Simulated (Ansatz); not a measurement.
Defect: interstitial N in 3C silicon carbide, charge state +1. The step: several atoms move together, N the farthest; the atom moves 2.10 Å along (-0.34, -0.34, 0.00) of the unit cell; at the start the N atom holds a host C site and a host atom stands off its site; at the end the N atom holds a host C site and a host atom stands off its site; the moving atom starts with neighbours C at 1.33; 2 Si at 1.76 Å and ends with C at 1.33; 2 Si at 1.76 Å. A PBE band in Ansatz (plane-wave PAW, a 2×2×2 k-point mesh shifted by half a step, 64 host sites, 72 SCF runs with any check of the saddle's order, static, no finite-size correction) gives a forward barrier of 1.19 eV. The saddle point's order was not checked. The charge state is imposed; whether it is stable for some Fermi level was not computed. Sites that were not tried may lie lower. On the k-point mesh the defect's levels are only partly filled at one site or more.

Single points at the band's start and saddle point can refine it. Rough cost of one point, in units of the band's mean SCF on the same machine:

```json
[
 {"Level": "PBE, a 3×3×3 k-point mesh shifted by half a step", "Cost of one point": "about 3"},
 {"Level": "r2SCAN at 500 eV, a 2×2×2 k-point mesh shifted by half a step", "Cost of one point": "under 2"}
]
```

Which of these move the barrier by more than 0.1 eV, and how far does each move it?

PBE, a 3×3×3 k-point mesh shifted by half a step: +0.01 eV; r2SCAN at 500 eV, a 2×2×2 k-point mesh shifted by half a step: +0.26 eV. Each functional is compared with PBE at the same k-points.

Ansatz is a first-principles code.
